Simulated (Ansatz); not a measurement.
Effect of biaxial strain −1.25 %, plane normal [111], relaxed out of plane on KI

The parent structure is KI in the rock salt structure (space group Fm-3m, No. 225; a = 7.006 Å). Axes: x, y, z lie along the cube axes.

Perturbation: compressive biaxial strain of 1.25 % in the plane normal to [111], as in epitaxy on a mismatched substrate; the out-of-plane cell vector and the atoms relax.

Computed with PBEsol (Ansatz, an electronic-structure program, PAW, no SOC). k-mesh 8×8×8 (Γ-centred); smearing 0.05 eV (Fermi–Dirac).

The volume per atom falls by 0.445 Å³ (42.98 Å³ → 42.53 Å³) and the space group changes from Fm-3m (No. 225) to R-3m (No. 166). The shortest interatomic distance drops by 0.012 Å to 3.491 Å and the energy rises by 0.7 meV/atom. The band gap remains 3.87 eV and the gap character is still direct at Γ. The electron mass is still 0.32 mₑ (at Γ) and the valence-band top at Γ (three highest levels, from the VBM) becomes 0.00, 0.00, -0.08 eV (base: 0.00, 0.00, 0.00 eV). The valley order (the lowest conduction-band minima on the path, energy above the VBM, named in the base's zone) changes from Γ 3.87 eV; X along ⟨100⟩ 4.79 eV to Γ 3.87 eV; X along [010] 4.74 eV and the out-of-plane strain amounts to +1.49 %. The ratio −ε⊥/ε∥ amounts to 1.19 and the mean in-plane stress (compression positive) is +0.2 GPa.

Final structure (turned so that z lies along the plane normal):

```xyz
2
Lattice="4.8918 0.0000 0.0000 2.4459 4.2364 0.0000 2.4459 -1.4121 4.1048" Properties=species:S:1:pos:R:3 pbc="T T T"
K      0.0000     0.0000     0.0000
I      2.4459     1.4121     2.0524
```

With I present, leaving out spin-orbit coupling can change the band edges. Effective masses come from finite differences of ±0.01 Å⁻¹. Stability against distortions was not tested. Labels are those of the standard path for the cell's own space group.
